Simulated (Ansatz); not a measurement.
## CdTe (model structure, P6₂22, No. 180, 6 atoms in the cell)

Calculation: PBEsol (PAW; Ansatz, an electronic-structure program).

Numerical settings: plane-wave cutoff 520 eV, 12×12×4 k mesh (along the axes of the cell as run), Fermi–Dirac smearing 0.01 eV, scalar-relativistic PAW data made under PBE.

Cell (relaxed at this level):

```yaml
crystal:
  lattice:
    - [4.52258, 0.00000, 0.00000]
    - [-2.26129, 3.91667, 0.00000]
    - [0.00000, 0.00000, 10.26527]
  atoms:
    - { symbol: Cd, position: [0.50003, 0.00000, 0.66667] }
    - { symbol: Cd, position: [0.00000, 0.50003, 0.33333] }
    - { symbol: Cd, position: [0.49997, 0.49997, 0.00000] }
    - { symbol: Te, position: [0.50002, 0.00000, 0.16667] }
    - { symbol: Te, position: [0.00000, 0.50002, 0.83333] }
    - { symbol: Te, position: [0.49998, 0.49998, 0.50000] }
```

band gap: 0.10 eV (on the SCF k mesh)
bulk modulus: 46.6 GPa

Note: the bulk modulus is −V dP/dV from two relaxed cells at ±2 % in volume; the relaxation could raise the start's symmetry but not lower it, so the cell can be a saddle point.

Spin–orbit coupling is not included; it can close the smallest gap of 0.10 eV.

Static lattice: no zero-point or thermal effects.

A model structure was made by putting elements into a prototype or built by hand; it is no filed structure, need not be a known phase, and can be a saddle point held by its symmetry.
